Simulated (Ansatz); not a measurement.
## A computed series for HfN: pressure series

The reference is HfN in the rock salt structure (space group Fm-3m, No. 225; a = 4.468 Å).

Cell and atoms are relaxed at each pressure.

The values are results of DFT with LDA, PAW potentials and a 420 eV plane-wave cutoff in Ansatz (a program for electronic structure), no spin-orbit coupling, not measurements.

Notes on the quantities. enthalpy: H = E + PV relative to the base's energy.

```tsv
case	shortest interatomic distance	enthalpy
base	2.234 Å	–
pressure −2 GPa	2.239 Å	-0.14 eV/atom
pressure −1 GPa	2.236 Å	-0.07 eV/atom
pressure 0.9 GPa	2.232 Å	+0.06 eV/atom
pressure 2.1 GPa	2.229 Å	+0.15 eV/atom
pressure 4.5 GPa	2.223 Å	+0.31 eV/atom
pressure 9 GPa	___	+0.62 eV/atom
pressure 15 GPa	2.201 Å	+1.02 eV/atom
pressure 22.5 GPa	2.186 Å	+1.51 eV/atom
pressure 30 GPa	2.173 Å	+2.00 eV/atom
```

**Question.** Fill in the withheld entries from the trend.

**Answer.** 
- pressure 9 GPa, shortest interatomic distance: 2.213 Å

Load acts through the strain it causes; cell and atoms are relaxed under it. Stability against distortions was not tested. No other phases were tried under pressure. All final runs are without spin polarisation. An odd electron count without spin: HfN.
